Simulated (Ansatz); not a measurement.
System: interstitial F in monoclinic ZrO2 (charge state -1). The step: a concerted move, in which F travels most; the atom moves 1.62 Å along (0.28, 0.06, 0.18) of the unit cell; the moving atom starts with neighbours O at 2.29, O at 2.36, O at 2.43, O at 2.45, O at 2.54, O at 2.65; Zr at 2.17, Zr at 2.30, Zr at 2.50 Å and ends with O at 2.29, O at 2.36, O at 2.43, O at 2.45, O at 2.54, O at 2.65; Zr at 2.17, Zr at 2.30, Zr at 2.50 Å. DFT values are from Ansatz (plane-wave PAW, 420 eV unless said) in a cell of 96 host sites, spin-restricted, static, with no finite-size correction. The charge state is imposed; whether it is stable for some Fermi level was not computed. Sites that were not tried may lie lower. For the PBE band: the saddle point's order was not checked, and it lies on a symmetry element of the cell, where a band can be held.

| Level | Forward barrier (eV) | Cost of the band or of the saddle's single point |
|---|---|---|
| CHGNet universal potential (has no charge state), its own band | 0.07 | - |
| PBE, the Γ point alone, band relaxed | 0.14 | about 20 core-minutes (a rough figure) |
| PBE, a 2×2×2 k-point mesh shifted by half a step, same geometries | 0.15 | about 6 core-minutes (a rough figure) |
| r2SCAN at 500 eV, the Γ point alone, same geometries | 0.15 | roughly 110 core-seconds |

Ansatz is an electronic-structure program.
